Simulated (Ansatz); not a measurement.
# Sb: pressure 1.5 GPa

The reference is Sb in the A7 type structure (space group R-3m, No. 166; a = 4.3279 Å, c = 11.3443 Å (hexagonal axes); layered).

Perturbation: cell and atoms relaxed at a pressure of 1.5 GPa.

Method: r2SCAN+rVV10 (Ansatz, a program for electronic structure, PAW, without spin-orbit coupling). Settings: 13×13×13 k-points, 0.05 eV Fermi–Dirac smearing.

```json
[
 {"quantity": "density", "base": "6.59 g/cm³", "changed": "6.84 g/cm³", "shift": "+0.25 g/cm³"},
 {"quantity": "lattice parameter a", "base": "8.179 bohr", "changed": "8.127 bohr", "shift": "-0.052 bohr"},
 {"quantity": "c/a ratio", "base": "2.621", "changed": "2.575", "shift": "-0.046"},
 {"quantity": "band gap", "base": "zero", "changed": "zero", "shift": "–"}
]
```

Final structure:

```yaml
crystal:
  lattice:
    - [2.15025, 1.24145, 3.69106]
    - [-2.15025, 1.24145, 3.69106]
    - [0.00000, -2.48289, 3.69106]
  atoms:
    - { symbol: Sb, position: [0.23524, 0.23524, 0.23524] }
    - { symbol: Sb, position: [0.76476, 0.76476, 0.76476] }
```

Spin-orbit coupling, missing from the scalar runs, can matter with Sb. Load acts through the strain it causes; cell and atoms are relaxed under it. No phonon test of stability was made.
